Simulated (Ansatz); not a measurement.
System: Ir vacancy in fcc Ir (neutral cell). The step: one Ir atom jumps into the vacancy from a nearby Ir site; the atom moves 2.70 Å along (0.00, 0.49, -0.49) of the unit cell; the moving atom starts with neighbours 4 Ir at 2.72, 2 Ir at 2.74, 5 Ir at 2.75 Å and ends with 4 Ir at 2.72, 2 Ir at 2.74, 5 Ir at 2.75 Å. A PBE band in Ansatz (plane-wave PAW, a 2×2×2 k-point mesh shifted by half a step, 32 host sites, 22 SCF runs with any check of the saddle's order, static, no finite-size correction) gives a forward barrier of 2.44 eV. The saddle point's order was not checked, and it lies on a symmetry element of the cell, where a band can be held. Forms of the defect that were not tried may lie lower.

Single points at the band's start and saddle point can refine it. Rough cost of one point, in units of the band's mean SCF on the same machine:

```json
[
 {"Level": "PBE, a 4×4×4 k-point mesh shifted by half a step", "Cost of one point": "about 6"},
 {"Level": "r2SCAN at 500 eV, a 2×2×2 k-point mesh shifted by half a step", "Cost of one point": "about 2"}
]
```

### Question
Which of these move the barrier by more than 0.1 eV, and how far does each move it?

### Answer
PBE, a 4×4×4 k-point mesh shifted by half a step: +0.20 eV; r2SCAN at 500 eV, a 2×2×2 k-point mesh shifted by half a step: -0.04 eV. Each functional is compared with PBE at the same k-points.

Ansatz is an electronic-structure program.
